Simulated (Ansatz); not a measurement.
**Mo: energy against volume**

Mo (bcc, Im-3m, 15.332 Å³/atom and stress up to 0.01 GPa in the relaxed cell, cube axes along x, y and z) under an equal strain ε along all three axes. PBEsol in Ansatz, a plane-wave DFT program (PAW, default set), 420 eV, 29×29×29 Γ-centred mesh, Fermi-Dirac smearing 0.10 eV.

Here V stands for volume and E for E less E0.

| volume (Å³/atom) | E less E0 (meV/atom) | pressure (GPa) |
|---|---|---|
| 13.9928 | ? | ? |
| 14.4300 | 51.21 | 19.21 |
| 14.6520 | 28.31 | 13.93 |
| 14.8763 | 12.34 | 8.98 |
| 15.1028 | 3.00 | 4.34 |
| 15.3316 | 0.00 | 0.00 |
| 15.5627 | 3.04 | -4.06 |
| 15.7962 | 11.84 | -7.85 |
| 16.0319 | 26.12 | -11.38 |
| 16.2700 | 45.61 | -14.66 |

Using the third-order Birch-Murnaghan form, a cubic in V^(-2/3), estimate the missing E at V = 13.9928 from the other rows, showing the fit.

With u = V^(-2/3) - 0.162, the rows have u = 0.006716, 0.005007, 0.003324, 0.001667, 0.000035, -0.001573, -0.003158, -0.004719, -0.006257. Least squares gives E = 0.012 - 119.52·u + 1149294·u² + 561581·u³. Residuals (row less fit): -0.008, 0.013, 0.006, -0.009, -0.009, -0.002, 0.006, 0.009, -0.007; standard error 0.011 (degrees of freedom: 5). Its minimum lies at u = 0.000052, so V0 = (0.162052)^(-3/2) = 15.33. There d²E/du² = 2299000 and d³E/du³ = 3369000, so B0 = (4/9) × 15.33^(-7/3) × 2299000 × 0.160218 = 280 GPa (the last factor turns the table's units into GPa), and B0' = 4 + (2/3) × 0.162052 × (3369000)/2299000 = 4.2. B0' rests on the cubic coefficient alone and has a standard error of 0.1 from these residuals. At the withheld row, u = 0.010212, so E = 0.012 - 119.52 × 0.010212 + 1149294 × 0.010212² + 561581 × 0.010212³ = 119.244 meV/atom. The calculation gives 119.07 meV/atom, 0.174 meV/atom below the prediction (0.1 % of the range of E in the table). The row lies outside the fitted rows, so this is an extrapolation. From the scatter of the fitted rows alone, a prediction at this place has a standard error of 0.054 meV/atom, so the miss is 3.2 times that.

In a metal these values are sensitive to mesh and smearing; energies are taken to zero smearing, stresses follow the free energy. Other structures, which can take over under pressure, weren't tried. The same form fitted to the pressure column gives B0' = 4.2; series where the two differ by over 0.4 aren't shown. Rows are the converged runs of the series near zero and its far end, less any whose ions stayed unrelaxed beside relaxed ones; series whose fitted rows scatter by over a few per cent of the range, as at a crossing or softening among them, aren't shown in this form.
